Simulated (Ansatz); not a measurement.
## PBE against r2SCAN: hypothetical zinc blende NaI, isotropic strain −1.35 %

Base system: NaI in the zinc blende structure (space group F-43m, No. 216; a = 7.163 Å; a hypothetical phase, not in the database extracts checked).

(Cell as relaxed with PBE.)

Levels (all Ansatz, a first-principles code, PAW): PBE (420 eV, no spin-orbit coupling); r2SCAN (500 eV, no spin-orbit coupling).

Each level relaxes its own structure.

```tsv
base	PBE	r2SCAN
volume per atom	45.95 Å³	44.51 Å³
lattice parameter a	7.163 Å	7.088 Å
band gap	3.77 eV	4.42 eV
```

Modification: every lattice vector is shortened by 1.35 %; the atoms relax in the strained cell.

```tsv
quantity	PBE	r2SCAN
band gap	3.84 eV	4.49 eV
gap character	direct at Γ	direct at Γ
shift of the gap caused by the change	+0.07 eV	+0.07 eV
energy relative to the base (free energy F)	+2.6 meV/atom	+2.8 meV/atom
```

PBE's band gap lies 0.65 eV below r2SCAN's; the two agree on the gap character and shift of the gap caused by the change. Neither level is exact; r2SCAN is the comparison here, not a measurement.

With I present, leaving out spin-orbit coupling can change the band edges. Stability against distortions was not tested.
